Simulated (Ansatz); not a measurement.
**WC under a change: isotropic strain −3.88 %**

The parent structure is WC (space group P-6m2, No. 187; a = 2.9226 Å, c = 2.8464 Å; relaxed with 0.1 eV smearing).

It is then changed as follows: every lattice vector is shortened by 3.88 %, atoms relaxed at fixed cell.

The values are results of PBE (Ansatz, a quantum-chemistry and plane-wave program; PAW; 420 eV plane waves; no SOC), earlier PAW set, not measurements. k-mesh 23×23×20 (Γ-centred); smearing 0.1 eV (Fermi–Dirac).

* **Space group**: P-6m2 (No. 187) (base P-6m2 (No. 187))
* **Shortest interatomic distance**: 2.122 Å (base 2.207 Å)
* **Energy relative to the base (free energy F)**: +196 meV/atom
* **Pressure (mean of the normal stresses, compression positive)**: 58.9 GPa (base 0.0 GPa)
* **Band gap**: zero (base zero)

Whether these cells are dynamically stable was not tested. All final runs are without spin polarisation.
